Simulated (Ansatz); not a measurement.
Base system: SnS in the zinc blende structure (space group F-43m, No. 216; a = 6.410 Å; a cell from a computed database, its experimental status unchecked; relaxed with 0.1 eV smearing).

The values are results of Kohn–Sham DFT with the PBEsol functional, run in Ansatz (a program for electronic structure) with PAW and 420 eV plane waves, no SOC, not measurements.

Base values:

The gap character comes out as absent.

The change: every lattice vector is stretched by 4.99 %; the atoms relax in the strained cell.

### Question
Estimate the effect on the gap character.

### Answer
The gap character changes from absent to indirect, W → X.

### Question
Predict the new energy relative to the base.

### Answer
The energy grows by 75 meV/atom.

Stability against distortions was not tested. All final runs are without spin polarisation.
